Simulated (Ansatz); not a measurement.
Several settings converged on Sr (P-3m1, 2 atoms in the cell)

```
CELL_PARAMETERS angstrom
      4.28830     0.00000     0.00000
     -2.14415     3.71377     0.00000
      0.00000     0.00000     7.02343
ATOMIC_POSITIONS crystal
  Sr 0.33333 0.66667 0.25712
  Sr 0.66667 0.33333 0.75000
```

Base method: LDA (PW92), default PAW files made with PBE (plane waves; Ansatz, a quantum-chemistry and plane-wave program).

Base settings: basis.ecutwfc = 420 eV; kpoints.mp_grid.grid = 9 9 5; hamiltonian.xc = lda; hamiltonian.pseudopotentials = {kind: paw} (the program's default PAW files); scf.occupations.method = gaussian; scf.occupations.width = 0.1 eV.

The count of work is k-points × plane waves × bands × iterations; it is no time. 

**The width of Fermi-Dirac smearing**

In this ladder: kpoints.mp_grid.grid = 15 15 8; scf.occupations.method = fermi_dirac.

Narrow widths need finer meshes than wide ones, so the last steps can hold mesh noise.

Only quantities that move along the ladder and can be compared are tabulated; pressure and forces are left out, as mesh noise rules them at narrow widths.

| scf.occupations.width | free energy less the last step's (meV/atom) | energy extrapolated to zero width less the last step's (meV/atom) |
|---|---|---|
| 1 eV | -1921.04 | -231.08 |
| 0.5 eV | -537.27 | -30.46 |
| 0.3 eV | -198.02 | -4.33 |
| 0.2 eV | -85.64 | 0.94 |
| 0.1 eV | -16.47 | 1.25 |
| 0.05 eV | 0.00 | 0.00 |

Widest scf.occupations.width that holds the energy extrapolated to zero width within 2 meV/atom: not settled: the last two steps still differ by 1.3 meV/atom, over half the tolerance, so the ladder does not show it.

Widest scf.occupations.width that holds the free energy within 5 meV/atom: not settled: the last two steps still differ by 16 meV/atom, over half the tolerance, so the ladder does not show it.

The extrapolation to zero width removes most of the smearing's effect on the energy.

**The width of Methfessel-Paxton smearing**

In this ladder: kpoints.mp_grid.grid = 15 15 8; scf.occupations.method = methfessel_paxton.

Narrow widths need finer meshes than wide ones, so the last steps can hold mesh noise.

Only quantities that move along the ladder and can be compared are tabulated; pressure and forces are left out, as mesh noise rules them at narrow widths.

| scf.occupations.width | free energy less the last step's (meV/atom) |
|---|---|
| 1 eV | -2.33 |
| 0.5 eV | 6.47 |
| 0.3 eV | 4.57 |
| 0.2 eV | 2.13 |
| 0.1 eV | 0.04 |
| 0.05 eV | 0.00 |

Widest scf.occupations.width that holds the free energy within 5 meV/atom of the last step, with all finer ones: 0.3 eV; the step before is off by 6.5 meV/atom.

**The mesh under tetrahedron occupations**

In this ladder: scf.occupations.method = tetrahedron; scf.occupations.width = default.

Only quantities that move along the ladder and can be compared are tabulated.

```csv
kpoints.mp_grid.grid,free energy less the last step's (meV/atom),pressure (GPa),largest difference of a force vector from the last step's (eV/Å),count of work / last
4 4 2,-9.20,-1.61,0.006,0.021
5 5 3,2.77,-1.50,0.009,0.027
6 6 3,21.47,-1.41,0.012,0.036
7 7 4,1.88,-1.51,0.002,0.059
9 9 5,3.96,-1.46,0.008,0.11
11 11 6,-0.86,-1.46,0.003,0.18
13 13 7,0.59,-1.46,0.001,0.27
17 17 9,-0.05,-1.45,0.000,0.55
21 21 11,0.00,-1.45,0.000,1.0
```

Coarsest kpoints.mp_grid.grid that holds the forces within 0.005 eV/Å of the last step, with all finer ones: 11 11 6, at 0.18 of the last step's count of work; the step before is off by 0.008 eV/Å.

Coarsest kpoints.mp_grid.grid that holds the free energy within 1 meV/atom of the last step, with all finer ones: 11 11 6, at 0.18 of the last step's count of work; the step before is off by 4.0 meV/atom.

Coarsest kpoints.mp_grid.grid that holds the pressure within 0.1 GPa of the last step, with all finer ones: 5 5 3, at 0.027 of the last step's count of work; the step before is off by 0.17 GPa.

On the base run: the starting cell comes from a database of computed structures (which also holds hypothetical and non-ambient phases and stackings), without a prior relaxation at this level. Its lattice was rescaled by up to half a per cent. One atom was moved a little off its site on purpose. Ansatz's pressure includes its estimate of the finite-basis (Pulay) stress.

Left out of this page: 4 runs of the series outside the window shown, repeating another row's setting, or not comparable.

Keys are those of Ansatz 0.2.
